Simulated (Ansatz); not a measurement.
Base system: CdGeAs$_{2}$ in the chalcopyrite structure (space group I-42d, No. 122; a = 5.9420 Å, c = 11.3119 Å).

Method: Ansatz (an electronic-structure program), PBEsol, PAW, cutoff 420 eV, spin-orbit coupling left out.

Before the change:

The pressure is 0.00 GPa.

One thing is altered: an isotropic linear strain of −1.50 %, atoms relaxed at fixed cell.

Q: Predict the new energy relative to the base and pressure.

A: The energy increases by 10 meV/atom; the pressure (mean of the normal stresses, compression positive) goes from zero to 3.06 GPa.

No phonon test of stability was made.
